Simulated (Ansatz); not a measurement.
The reference is an 8-atom supercell of CdTe in the zinc blende structure (space group F-43m, No. 216; a = 6.558 Å) at its relaxed geometry.

The values are results of DFT with r2SCAN, PAW potentials and a 500 eV plane-wave cutoff in Ansatz (a program for electronic structure), no SOC, not measurements.

Before the change:

- Pressure = 0.0 GPa

The change: one Te atom is added in an open site, starting 2.68 Å from the nearest host atom, atoms relaxed at fixed cell, starting from a slightly rattled geometry.

Question: What happens to the final site of the added atom, largest displacement of a host atom from its site in the perfect cell and pressure?

Answer: The final site of the added atom is 2 Cd at 2.70–2.86 Å and 3 Te at 2.75–3.59 Å; the largest displacement of a host atom from its site in the perfect cell is 1.58 Å; the pressure goes from zero to 5.0 GPa.

The magnetic state is the one reached from the starting moments; the real material's order can differ, and small cells can't hold many antiferromagnetic ones. In so small a cell the defect repeats every few ångströms: this is an ordered compound, not a dilute defect. Seeded moments were not kept for Te interstitial (started 2.68 Å from the nearest host atom). The defect cell is spin-polarised and ends with 0.0 μB.
